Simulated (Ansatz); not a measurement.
**Zr, response to strain**

Start from Zr in the hcp (Mg type) structure (space group P6_3/mmc, No. 194; a = 3.244 Å, c = 5.158 Å; relaxed with 0.1 eV smearing).

Strains are applied to the cell and any free atomic positions relax.

The values are results of r2SCAN (Ansatz, a quantum-chemistry and plane-wave program), no spin-orbit coupling, not measurements.

Notes on the quantities. energy relative to the base: free energy F.

| isotropic strain (%) | energy relative to the base (meV/atom) |
|---|---|
| -3 | 60.4 |
| -2.5 | 41.5 |
| -2 | ? |
| -1.5 | 14.6 |
| -1 | 6.4 |
| -0.5 | 1.6 |
| 0 | 0.0 |

**Question.** Fit ΔE = Aε² + Bε³ (ε in %) to the rows shown and predict the withheld row.

**Answer.** Least squares on the printed values gives A = 6.27 and B = -0.15 meV/atom (largest residual 0.0 meV/atom); this predicts 26.3 meV/atom, and the run gives 26.3 meV/atom, in agreement.

No phonon test of stability was made. All final runs are without spin polarisation.
